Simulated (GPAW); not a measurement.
GPAW run on K₂Se (Fm-3m, 3 atoms in the cell): self-consistent single point

Method of the run: LDA (Perdew-Wang 92), GPAW PAW datasets LDA (gpaw-data 1.0.1) (plane waves; GPAW 25.7.0).

This input was run:

```python
from ase import Atoms
from ase.units import GPa
from gpaw import GPAW, PW

atoms = Atoms(['K', 'K', 'Se'],
              cell=[[0.000000, 3.835955, 3.835955],
                    [3.835955, 0.000000, 3.835955],
                    [3.835955, 3.835955, 0.000000]],
              scaled_positions=[[0.250000, 0.250000, 0.250000],
                                [0.750000, 0.750000, 0.750000],
                                [0.000000, 0.000000, 0.000000]],
              pbc=True)

calc = GPAW(mode=PW(550),
            xc='LDA',
            kpts={'size': (8, 8, 8), 'gamma': True},
            occupations={'name': 'fixed-uniform'},
            nbands=-8,
            convergence={'density': 1e-05, 'bands': -6},
            symmetry={'symmorphic': False, 'tolerance': 0.0005},
            maxiter=120)

atoms.calc = calc

energy = atoms.get_potential_energy()
print('Energy (eV):', round(energy, 6))
forces = atoms.get_forces()
print('Forces (eV/Ang):')
print(forces.round(5))
stress = atoms.get_stress()
print('Stress (GPa, Voigt):', (stress / GPa).round(4))
```

Output, abridged:

```
Input parameters:
  convergence: {bands: -6,
                density: 1e-05}
  kpts: {gamma: True,
         size: (8, 8, 8)}
  maxiter: 120
  mode: {ecut: 550.0,
         name: pw}
  nbands: -8
  occupations: {name: fixed-uniform}
  symmetry: {symmorphic: False,
             tolerance: 0.0005}

species:
  K:
    name: Potassium
    Z: 19.0
    valence: 9
    core: 10
    charge: 0.0
    file: K.LDA.gz

    # Using partial waves for K as LCAO basis

  Se:
    name: Selenium
    Z: 34.0
    valence: 6
    core: 28
    charge: 0.0
    file: Se.LDA.gz

    # Using partial waves for Se as LCAO basis

Reference energy: -98698.513611  # eV

Spin-paired calculation

Convergence criteria:
 Maximum [total energy] change in last 3 cyles: 0.0005 eV / valence electron
 Maximum integral of absolute [dens]ity change: 1e-05 electrons / valence electron
 Maximum integral of absolute [eigenst]ate change: 4e-08 eV^2 / valence electron
 Maximum number of scf [iter]ations: 120

Symmetries present (total): 48
Symmetries with fractional translations: 0
512 k-points: 8 x 8 x 8 Monkhorst-Pack grid + [1/16,1/16,1/16]
29 k-points in the irreducible part of the Brillouin zone
       k-points in crystal coordinates                weights
   0:     0.00000000    0.00000000    0.00000000          1/512
   1:     0.12500000    0.12500000    0.00000000          6/512
   2:     0.12500000    0.12500000    0.12500000          8/512
   [... 7 lines left out ...]
          ...
  28:     0.50000000    0.50000000    0.50000000          4/512

Wave functions: Plane wave expansion
  Cutoff energy: 550.000 eV
  Number of coefficients (min, max): 3268, 3329
  Pulay-stress correction: 0.000000 eV/Ang^3 (de/decut=0.000000)

Occupation numbers: # Uniform distribution of occupation numbers

Eigensolver

Densities:
  Coarse grid: 30*30*30 grid
  Fine grid: 60*60*60 grid
  Total Charge: 0.000000

Density mixing:
  Method: separate
  Backend: pulay
  Linear mixing parameter: 0.05
  old densities: 5
  Damping of long wavelength oscillations: 50

Hamiltonian:
  XC and Coulomb potentials evaluated on a 60*60*60 grid
  External potential:
    NoExternalPotential

Number of atoms: 3
Number of atomic orbitals: 14
Number of bands in calculation: 20
Number of valence electrons: 24
Bands to converge: 14

Density initialized from atomic densities
  14 bands from LCAO basis set
  6 bands from random numbers

Atomic positions and initial magnetic moments

Positions:
   0 K      1.917977    1.917977    1.917977    ( 0.0000,  0.0000,  0.0000)
   1 K      5.753932    5.753932    5.753932    ( 0.0000,  0.0000,  0.0000)
   2 Se     0.000000    0.000000    0.000000    ( 0.0000,  0.0000,  0.0000)

Unit cell:
           periodic     x           y           z      points  spacing
  1. axis:    yes    0.000000    3.835955    3.835955    30     0.1476
  2. axis:    yes    3.835955    0.000000    3.835955    30     0.1476
  3. axis:    yes    3.835955    3.835955    0.000000    30     0.1476

  Lengths:   5.424860   5.424860   5.424860
  Angles:   60.000000  60.000000  60.000000

Effective grid spacing dv^(1/3) = 0.1611

     iter     time        total  log10-change:
                         energy   eigst   dens
iter:   1 --:--:--   -11.209052   +0.26
iter:   2 --:--:--   -11.025071   +0.12  -1.13
iter:   3 --:--:--   -10.311589   -0.46  -1.17
iter:   4 --:--:--   -10.324663   -1.20  -1.44
iter:   5 --:--:--   -10.275284   -1.55  -1.44
iter:   6 --:--:--   -10.272001   -2.27  -2.26
iter:   7 --:--:--   -10.272863c  -2.71  -2.28
iter:   8 --:--:--   -10.270875c  -3.36  -2.51
iter:   9 --:--:--   -10.271263c  -3.50  -3.04
iter:  10 --:--:--   -10.270647c  -4.09  -2.83
iter:  11 --:--:--   -10.270649c  -5.03  -4.21
iter:  12 --:--:--   -10.270648c  -5.59  -4.05
iter:  13 --:--:--   -10.270650c  -5.95  -4.34
iter:  14 --:--:--   -10.270649c  -6.62  -4.04
iter:  15 --:--:--   -10.270649c  -7.05  -4.11
iter:  16 --:--:--   -10.270648c  -6.76  -4.12
iter:  17 --:--:--   -10.270648c  -7.68c -4.59
iter:  18 --:--:--   -10.270648c  -8.30c -4.84
iter:  19 --:--:--   -10.270648c  -8.57c -4.87
iter:  20 --:--:--   -10.270648c  -8.75c -5.48c

Converged after 20 iterations.

Dipole moment: (0.000000, 0.000000, 0.000000) |e|*Ang

Energy contributions relative to reference atoms: (reference = -98698.513611)

Kinetic:         +0.013605
Potential:       +1.844718
External:        +0.000000
XC:             -10.784834
Entropy (-ST):   +0.000000
Local:           -1.344137
SIC:             +0.000000
--------------------------
Free energy:    -10.270648
Extrapolated:   -10.270648

Showing only first 2 kpts
 Kpt  Band  Eigenvalues  Occupancy
  0    10      0.82393    2.00000
  0    11      0.82393    2.00000
  0    12      2.86825    0.00000
  0    13      6.11856    0.00000

  1    10      0.84559    2.00000
  1    11      0.84559    2.00000
  1    12      3.33293    0.00000
  1    13      5.97295    0.00000

Fermi level: 1.91524

Gap: 1.906 eV
Transition (v -> c):
  (s=0, k=24, n=11, [0.50, 0.50, 0.00]) -> (s=0, k=0, n=12, [0.00, 0.00, 0.00])
Direct/indirect transitions are different
Direct gap: 2.044 eV
Transition at: (s=0, k=0, n=11, [0.00, 0.00, 0.00])
Energy (eV): -10.270648

Forces in eV/Ang:
  0 K    -0.00000    0.00000    0.00000
  1 K    -0.00000   -0.00000    0.00000
  2 Se   -0.00000    0.00000    0.00000

Stress tensor:
     0.009469    -0.000000    -0.000000
    -0.000000     0.009469    -0.000000
    -0.000000    -0.000000     0.009469
Stress (GPa, Voigt): [ 1.5172  1.5172  1.5172 -0.     -0.     -0.    ]
```

The run converged in 20 iterations. GPAW prints stress with tension positive.

The starting cell comes from a database of computed structures (which also holds hypothetical and non-ambient phases and stackings), without a prior relaxation at this level.

Cost on one core of a shared machine: roughly 40 s.
